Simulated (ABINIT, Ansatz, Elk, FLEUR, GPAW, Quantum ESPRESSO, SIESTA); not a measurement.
**Code comparison for SnSe₂ (P-3m1, 3 atoms in the cell)**

Self-consistent single point.

```yaml
crystal:
  lattice:
    - [3.82576, 0.00000, 0.00000]
    - [-1.91288, 3.31321, 0.00000]
    - [0.00000, 0.00000, 6.45864]
  atoms:
    - { symbol: Sn, position: [0.00000, 0.00000, 0.00000] }
    - { symbol: Se, position: [0.66667, 0.33333, 0.75710] }
    - { symbol: Se, position: [0.33333, 0.66667, 0.24290] }
```

All programs got the same cell, k-point mesh and kind of occupations (some realise fixed ones as a very narrow smearing) (in Ansatz's words: kpoints.mp_grid.grid = 7 7 4; scf.occupations.method = fixed); potentials, basis and cutoffs are each program's usual ones.

```
code                                                                                                                                model  pressure (GPa)  largest force (eV/Å)  gap on the mesh (eV)  k-points           cutoff
----------------  -----------------------------------------------------------------------------------------------------------------------  --------------  --------------------  --------------------  --------  ---------------
SIESTA            GGA PBE, numerical atomic orbitals DZP, PseudoDojo PBE standard norm-conserving potentials (rewritten from UPF to PSML)            5.10                 1.050                 0.893       102      grid 350 Ry
Quantum ESPRESSO                                                                        PBE, SSSP 1.1.2 efficiency (PBE) pseudopotentials            2.82                 0.378                 0.826        28            40 Ry
Ansatz                                                                                                                     PBE, PAW files            2.71                 0.356                 0.832        28          30.9 Ry
Elk                                        PBE, all-electron FP-LAPW, Elk's shipped species files, APW+lo basis with extra local orbitals               –                 0.240                 0.833        28         rgkmax 8
ABINIT                                                                                                        PBE, PAW (JTH v2.0 PBE PAW)            2.59                 0.358                 0.827        28            40 Ry
FLEUR                                                                        PBE, all-electron FLAPW (FLEUR), scalar-relativistic valence               –                 0.439                 0.866        28  Kmax 4.2 1/bohr
GPAW                                                                                         PBE, GPAW PAW datasets PBE (gpaw-data 1.0.1)            2.48                 0.336                 0.843        28           550 eV
```

A dash marks a value that a program does not give, or that is left out as unsure.

Gaps are read on the mesh. Another mesh or the band path gives a smaller gap, so these values are not converged in the mesh.

The spread over the programs that give each value: pressure within 2.62 GPa; largest force within 0.810 eV/Å; gap on the mesh within 0.067 eV.

The starting cell comes from a database of computed structures (which also holds hypothetical and non-ambient phases and stackings), without a prior relaxation at this level. Its lattice was rescaled by a random factor within 2.5 % of one.

**Question.** Why do the programs differ, and what cannot be compared?

**Answer.** Differences of this kind can come from the potentials, where these differ, and from what each basis and cutoff leave unconverged. The valence holds different numbers of electrons (SIESTA 46, Quantum ESPRESSO 26, Ansatz (a first-principles code) 46, ABINIT 26, FLEUR 46, GPAW 26). The zero of total energies and Fermi levels follows the potentials and each program's conventions, so they are not compared here. SIESTA uses small atom-centred bases, whose incompleteness enters pressures, forces and empty levels differently from a plane-wave cutoff. Elk and FLEUR treat all electrons, but the usual bases taken here (sphere radii, linearisation, local orbitals, empty states) were not tested for convergence, so the values are no reference for the others. Ansatz's pressure is given at a fixed set of plane waves, as the other plane-wave codes print theirs. The programs reduce the same mesh by symmetry to different extents, which changes the work and not the result. In the pressure, SIESTA (by 2.45) lies more than 1 GPa from the median of the plane-wave programs. In the force vectors, SIESTA (by 0.693), Elk (by 0.117) and FLEUR (by 0.082) lie more than 0.08 eV/Å from the median of the plane-wave programs.

Keys are those of Ansatz 0.2.
